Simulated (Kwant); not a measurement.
Model system: GaN/Al0.2Ga0.8N stack with 2 barriers. One parabolic valley. Leads of mass 0.2 mₑ with the band edge at 0; grid 0.1 nm; bias swept from 0.014 to 0.4369 V, dropping linearly over the stack. Emitter Fermi level 0.04 eV, 4 K, equal in the collector.

```json
[
 {"layer": "1", "thickness (nm)": "1", "band offset (eV)": "0.35", "mass (mₑ)": "0.22"},
 {"layer": "2", "thickness (nm)": "5.1", "band offset (eV)": "0", "mass (mₑ)": "0.2"},
 {"layer": "3", "thickness (nm)": "1", "band offset (eV)": "0.35", "mass (mₑ)": "0.22"}
]
```

Constants are typed, rounded textbook-type inputs, not results; the design itself was drawn at random and stands for no fabricated device.

Model: one-band effective-mass tight-binding model in one dimension, coherent, no space charge, current by the Tsu-Esaki formula (Kwant).

| bias (V) | A | B | C | D |
|---|---|---|---|---|
| 0.01400 | 98000 | 140000 | 66800 | 188000 |
| 0.03162 | 215000 | 297000 | 154000 | 396000 |
| 0.04924 | 281000 | 397000 | 200000 | 552000 |
| 0.08448 | 47800 | 65700 | 35900 | 94200 |
| 0.1021 | 24300 | 37300 | 16500 | 61100 |
| 0.1373 | 20100 | 33000 | 13100 | 58800 |
| 0.1550 | 22400 | 37500 | 14300 | 69200 |
| 0.1726 | 27200 | 46700 | 17000 | 88900 |
| 0.2078 | 51200 | 93000 | 30800 | 191000 |
| 0.2255 | 80800 | 152000 | 47300 | 318000 |
| 0.2607 | 254000 | 457000 | 147000 | 834000 |
| 0.2783 | 399000 | 660000 | 247000 | 1090000 |
| 0.2959 | 510000 | 787000 | 335000 | 1190000 |
| 0.3312 | 436000 | 580000 | 321000 | 727000 |
| 0.3488 | 293000 | 380000 | 224000 | 484000 |
| 0.3840 | 140000 | 195000 | 103000 | 278000 |
| 0.4017 | 111000 | 159000 | 79300 | 237000 |
| 0.4369 | 83900 | 126000 | 58000 | 200000 |

**Question.** Column A is the base. The others each differ by one change: height of the first barrier 0.35 → 0.21 eV; height of the first barrier 0.35 → 0.28 eV; height of the first barrier 0.35 → 0.42 eV. Which is which?

**Answer.** B: height of the first barrier 0.35 → 0.28 eV; C: height of the first barrier 0.35 → 0.42 eV; D: height of the first barrier 0.35 → 0.21 eV.
